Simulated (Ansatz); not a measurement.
A user runs Ansatz (a first-principles code) on HgSe (P4_2/mmc, 4 atoms in the cell) and asks whether the run is sound. The aim is a self-consistent single point with DFT, PBE, plane waves, default PAW files.

Cell that was meant: a = 4.1042 Å, b = 4.1042 Å, c = 7.2267 Å, α = 90.00°, β = 90.00°, γ = 90.00°.

Part of the input:

```yaml
# HgSe
crystal:
  lattice:
    - [7.755857, 0.000000, 0.000000]
    - [0.000000, 7.755857, 0.000000]
    - [0.000000, 0.000000, 13.656569]
  atoms:
    - { symbol: Hg, position: [0.000000, 0.500000, 0.000000] }
    - { symbol: Hg, position: [0.500000, 0.000000, 0.500000] }
```

The program printed (abridged):

```
WARN ansatz: RAYON_NUM_THREADS=1 ignored (pool sized by the plan → 1); use --threads N
Pseudopotentials: kind: paw
   [... lines left out ...]
Symmetry: 16 space group operations
Space group: P42/mmc (ITA 131), of the structure as read, at distance tolerance 9.4e-5 Å
k-points: 30 of 196
Initial density: superposition of atomic densities (neutral atoms: chi_scale 0, normalization atom), corrected by the library's trained network
Initial wavefunctions: pseudopotential atomic-orbital guess
Eigensolver: davidson
Functional: x = pbe(κ = 0.804, μ = 0.2195149727645171), c = pbe(β = 0.06672455060314922)
SCF iter   1: F=—  HF=-38558.043130 eV  |F-HF|=—  |Δ(HF+E_count)|=         —  Δρ=2.88e-3  dr2=3.20e-1  ethr=1.77e-3  ⟨swp⟩=6.8  Hψ=4886  notcnv=0  defer=13
all-band conjugate gradients solve this SCF's bands
preconditioner: auto → LDOS
SCF iter   2: F=—  HF=-38558.057585 eV  |F-HF|=—  |Δ(HF+E_count)|=   1.45e-2  Δρ=8.52e-3  dr2=6.77e-1  ethr=4.45e-4  ⟨swp⟩=2.2  Hψ=1688  notcnv=0  defer=58
   [... lines left out ...]
SCF iter  11: F=—  HF=-38558.003252 eV  |F-HF|=—  |Δ(HF+E_count)|=   8.68e-5  Δρ=8.91e-6  dr2=8.07e-7  ethr=3.78e-8  ⟨swp⟩=2.0  Hψ=1510  notcnv=0  defer=57
SCF iter  12: F=—  HF=-38558.003252 eV  |F-HF|=—  |Δ(HF+E_count)|=   5.50e-8  Δρ=4.18e-6  dr2=3.68e-7  ethr=1.12e-9  ⟨swp⟩=1.0  Hψ=1267  notcnv=0  defer=57
SCF iter  13: F=-38558.003252 eV  HF=-38558.003252 eV  |F-HF|=2.10e-8  |Δ(HF+E_count)|=   7.53e-8  Δρ=1.23e-6  dr2=2.43e-8  ethr=1.39e-10  ⟨swp⟩=9.6  Hψ=5362  notcnv=0
SCF 1 converged in 13 iterations: F = -38558.003252 eV  dr2 = 2.43e-8
Free energy (F): -38558.003252 eV
Internal energy: -38557.867662 eV  (E = F + TS)
E sigma→0 (E₀):  -38557.935457 eV
Entropy (-TS):   -0.135590 eV (-33.897 meV/atom)
Fermi energy:    -4.446047 eV
--- Forces (eV/Å), atoms counted from 1 ---
  atom   1  Hg     0.00000000     0.00000000    -0.00000000
   [... zero for the other atoms too ...]
--- Stress (GPa, compression-positive) ---
       -0.073883      -0.000000       0.000000
       -0.000000      -0.073883       0.000000
        0.000000       0.000000      -0.118577
  P = ⅓ Tr σ = -0.0888 GPa (-0.888 kbar)
  The stress holds the Pulay correction. Without it, at fixed plane waves, as pw.x and ABINIT print it: P = -0.0922 GPa
```

### Question
Is anything amiss in this input, and did it matter?

### Answer
The run is not sound. The fault is this: lattice typed in bohr, read as angstrom. 1 bohr is 0.529 Å, so a mix-up scales every length by 1.89 or 0.529 and the volume by 6.75 or 0.148. To fix it, give the lengths in the unit that the key or card expects. The run converged in 13 iterations without an error; against the sound input the free energy rises by 1.74 eV/atom and the pressure goes from 2.07 to -0.09 GPa.

The sound input it was made from differs as follows (other fixes are possible):
```diff
-    - [7.755857, 0.000000, 0.000000]
-    - [0.000000, 7.755857, 0.000000]
-    - [0.000000, 0.000000, 13.656569]
+    - [4.104223, 0.000000, 0.000000]
+    - [0.000000, 4.104223, 0.000000]
+    - [0.000000, 0.000000, 7.226745]
```

With that input, the run converged in 6 iterations: free energy E − TS (on the zero of these files) -38564.9480 eV; Fermi level (on the code's own zero) 8.26 eV; pressure 2.07 GPa (DFT, PBE, plane waves, default PAW files).

On the sound input: the starting cell was generated: these elements placed on a structure prototype, without a prior relaxation; it need not be a known phase or ordering of this composition. Its lattice was rescaled by a random factor within 2.5 % of one. Spin-orbit coupling is off. Ansatz's pressure includes its estimate of the finite-basis (Pulay) stress. The run gives no clean gap (levels at the Fermi energy touch, overlap or are partly filled at this smearing), which alone does not show that the compound is a metal.
